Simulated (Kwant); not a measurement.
System: wire with a side stub in a InAs two-dimensional gas. Effective mass 0.023 mₑ, grid spacing 3 nm, hard walls, nominal width 60 nm (19 grid rows, so walls 60 nm apart), one parabolic valley, scattering region 180 nm long along x; energies count from the band bottom; Fermi energy swept from 0.0036331 to 0.043144 eV. Closed stub on one side, 53 nm wide and 110 nm deep.

The device is made up for the run: typed textbook-type constants, with dimensions and the other settings drawn at random.

Model: effective-mass tight-binding model on a square grid, one spin, coherent transport at 0 K (Kwant). Conductance is in e²/h.

How many channels do the leads carry at E = 31.2, 33.5 meV?

The hard-wall thresholds are n² ħ²π²/(2mW²) = n² × 4.54 meV with W = 60 nm. √(31.2/4.54) = 2.62, so 2. √(33.5/4.54) = 2.72, so 2.
